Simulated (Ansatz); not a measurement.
Abridged Ansatz (a quantum-chemistry and plane-wave program) output:

```
Pseudopotential: Ge, paw, valence charge 14
Crystal: 2 atoms, lattice volume = 47.818 Å³
Basis set: ecut = 420 eV, 941 PW (Γ), exchange–correlation on 60×60×60 points (8 copies of the dense FFT grid, shifted against one another)
Bands: 18, of which v1, the nominal top of the filled ones, is band 14 counted from 1 (13 counted from 0)
Symmetry: 48 space group operations
k-points: 104 of 2744
Functional: x = pbe(κ = 0.804, μ = 0.2195149727645171), c = pbe(β = 0.06672455060314922)
SCF iter   1: F=—  HF=-8589.968433 eV  |F-HF|=—  |Δ(HF+E_count)|=         —  Δρ=1.59e-3  dr2=1.55e-3  ethr=1.77e-3  ⟨swp⟩=6.0  Hψ=8972  notcnv=0
SCF iter   2: F=—  HF=-8589.967988 eV  |F-HF|=—  |Δ(HF+E_count)|=   4.45e-4  Δρ=1.22e-3  dr2=9.39e-4  ethr=5.53e-6  ⟨swp⟩=2.0  Hψ=3788  notcnv=0
SCF 1 converged in 9 iterations: F = -8589.968144 eV  dr2 = 2.95e-12
SCF converged after 9 iterations
Free energy (F): -8589.968144 eV
Internal energy: -8589.967443 eV  (E = F + TS)
E sigma→0 (E₀):  -8589.967793 eV
Entropy (-TS):   -0.000701 eV (-0.350 meV/atom)
Fermi energy:    7.866595 eV
--- Forces (eV/Å), atoms counted from 1 ---
  atom   1  Ge     0.00000000    -0.00000000    -0.00000000
  atom   2  Ge     0.00000000     0.00000000     0.00000000
--- Stress (GPa, compression-positive) ---
       -0.005718       0.000000      -0.000000
       -0.000000      -0.005718      -0.000000
        0.000000       0.000000      -0.005718
  P = ⅓ Tr σ = -0.0057 GPa (-0.057 kbar)
```

What was computed, and what are the main results?

Ge, 2 atoms in the cell, with plane-wave PAW DFT at the PBE level (Ansatz, 420 eV), no spin-orbit coupling. The last SCF converged to F = -8589.968144 eV, or -4294.9841 eV per atom, at a pressure of -0.01 GPa. The total energy compares only with runs of the same code, potentials and settings.

Stability against distortions was not tested. The cell was made from Si by this change: Si → Ge.
